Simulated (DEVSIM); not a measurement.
System: abrupt Si p-n junction, at 300 K.

| layer (left to right) | material | thickness (μm) | Nd (cm⁻³) | Na (cm⁻³) | τn (s) | τp (s) |
|---|---|---|---|---|---|---|
| 1 | Si | 51.0 | - | 1.2e16 | 2.8e-5 | 2.8e-5 |
| 2 | Si | 1.40 | 5.4e16 | - | 2.8e-5 | 2.8e-5 |

Left contact: ohmic. Right contact: ohmic. Voltage is applied to the left contact. Recombination: SRH at mid-gap, radiative, Auger. Gap narrowing is on: ΔEg = 6.92 meV × (l + √(l² + 0.5)), l = ln(N/1.3e17 cm⁻³), shared equally by both band edges. Mobility is μmin + (μ − μmin)/(1 + (N/Nref)^α).

This is a model device: material constants are rounded textbook-type values typed into the input, and sizes, dopings and lifetimes were drawn at random. Values at 300 K.

```
parameter           Si
-------------  -------
gap (eV)         1.124
affinity (eV)     4.05
permittivity      11.7
Nc (cm⁻³)      2.86e19
Nv (cm⁻³)       3.1e19
μn (cm²/Vs)       1417
μp (cm²/Vs)        470
μn,min              52
μp,min              45
Nref,n          9.7e16
Nref,p          2.2e17
αn                0.68
αp                0.72
B (cm³/s)      4.7e-15
Cn (cm⁶/s)     2.8e-31
Cp (cm⁶/s)     9.9e-32
```

Model (solved in DEVSIM): 1D drift-diffusion, Boltzmann statistics, complete ionisation; no tunnelling, impact ionisation, image-force lowering or self-heating.

The doping Na of layer 1 was swept, all else fixed.

```json
[
 {"doping Na of layer 1 (cm^-3)": "3.6e14", "dark forward voltage at 100 A/cm² (V)": "1.077", "largest field in the device at zero bias (V/cm)": "14000", "potential step across the device at zero bias (V)": "0.667", "dark forward voltage at 1 A/cm² (V)": "0.582"},
 {"doping Na of layer 1 (cm^-3)": "1.2e15", "dark forward voltage at 100 A/cm² (V)": "0.986", "largest field in the device at zero bias (V/cm)": "18000", "potential step across the device at zero bias (V)": "0.698", "dark forward voltage at 1 A/cm² (V)": "0.599"},
 {"doping Na of layer 1 (cm^-3)": "3.6e15", "dark forward voltage at 100 A/cm² (V)": "0.935", "largest field in the device at zero bias (V/cm)": "27000", "potential step across the device at zero bias (V)": "0.727", "dark forward voltage at 1 A/cm² (V)": "0.617"},
 {"doping Na of layer 1 (cm^-3)": "1.2e16", "dark forward voltage at 100 A/cm² (V)": "0.903", "largest field in the device at zero bias (V/cm)": "46000", "potential step across the device at zero bias (V)": "0.758", "dark forward voltage at 1 A/cm² (V)": "0.628"},
 {"doping Na of layer 1 (cm^-3)": "3.6e16", "dark forward voltage at 100 A/cm² (V)": "0.879", "largest field in the device at zero bias (V/cm)": "70000", "potential step across the device at zero bias (V)": "0.786", "dark forward voltage at 1 A/cm² (V)": "0.631"},
 {"doping Na of layer 1 (cm^-3)": "1.2e17", "dark forward voltage at 100 A/cm² (V)": "0.831", "largest field in the device at zero bias (V/cm)": "94000", "potential step across the device at zero bias (V)": "0.815", "dark forward voltage at 1 A/cm² (V)": "0.632"},
 {"doping Na of layer 1 (cm^-3)": "3.6e17", "dark forward voltage at 100 A/cm² (V)": "[?]", "largest field in the device at zero bias (V/cm)": "[?]", "potential step across the device at zero bias (V)": "0.838", "dark forward voltage at 1 A/cm² (V)": "0.631"}
]
```

**Question.** Some entries are withheld; supply them.

**Answer.** 
- 3.6e17, dark forward voltage at 100 A/cm² (V): 0.793
- 3.6e17, largest field in the device at zero bias (V/cm): 110000
